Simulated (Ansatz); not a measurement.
Results of PBE+SOC in Ansatz (plane waves, PAW) for YC (model structure, started from the rocksalt type, Fm-3m, No. 225, 2 atoms in the cell).

Input:

Ansatz 0.2 input:
```yaml
crystal:
  lattice:
    - [0.0, 2.5163100126, 2.5163100126]
    - [2.5163100126, 0.0, 2.5163100126]
    - [2.5163100126, 2.5163100126, 0.0]
  atoms:
    - { symbol: C, position: [0.0, 0.0, 0.0] }
    - { symbol: Y, position: [0.5, 0.5, 0.5] }
basis:
  ecutwfc: 520
  ecutrho_ratio: 4
  xc_grid: 2
kpoints:
  mp_grid: { grid: [20, 20, 20] }
hamiltonian:
  xc: pbe
  dispersion: none
  pseudopotentials: { kind: paw }
scf:
  occupations: { method: fermi_dirac, width: 0.05 }
  convergence: { dr2_threshold: 0.0000000002 }
output:
  forces: true
  stress: true
  eigenvalues: true
magnetization:
  noncollinear: true
  spin_orbit: true
```

**Question.** How many irreducible k-points, plane waves at Γ does the program set up, and what pressure does the run end with?

**Answer.** 256 irreducible k-points, 869 plane waves at Γ; P = 4.11 GPa, so the cell is compressed on average and its volume would grow at this level.

The run printed, among other lines:

```
Crystal: 2 atoms, lattice volume = 31.866 Å³
Basis set: ecut = 520 eV, 869 PW (Γ), exchange–correlation on 54×54×54 points (8 copies of the dense FFT grid, shifted against one another)
Bands: 24, of which v1, the nominal top of the filled ones, is band 15 counted from 1 (14 counted from 0)
Symmetry: 48 space group operations + 48 with time reversal
k-points: 256 of 8000
Initial density: superposition of atomic densities (chi_scale 0.1, normalization cell, long waves kept (reshape's long-wave potential 0.00 eV rms))
Functional: x = pbe(κ = 0.804, μ = 0.2195149727645171), c = pbe(β = 0.06672455060314922)
SCF 1 converged in 8 iterations: F = -4100.289091 eV  dr2 = 1.52e-11
SCF converged after 8 iterations
Free energy (F): -4100.289091 eV
Internal energy: -4100.275462 eV  (E = F + TS)
E sigma→0 (E₀):  -4100.282277 eV
Fermi energy:    10.540343 eV
--- Stress (GPa, compression-positive) ---
        4.106482       0.000000      -0.000000
        0.000000       4.106482       0.000000
       -0.000000       0.000000       4.106482
  P = ⅓ Tr σ = 4.1065 GPa (41.065 kbar)
```

Note: the relaxation could raise the start's symmetry but not lower it, so the cell can be a saddle point. Note: cell and atoms aren't relaxed at this level (pressure 4.1 GPa).

A model structure was made by putting elements into a prototype or built by hand; it is no filed structure, need not be a known phase, and can be a saddle point held by its symmetry.

Ansatz is an electronic-structure program.
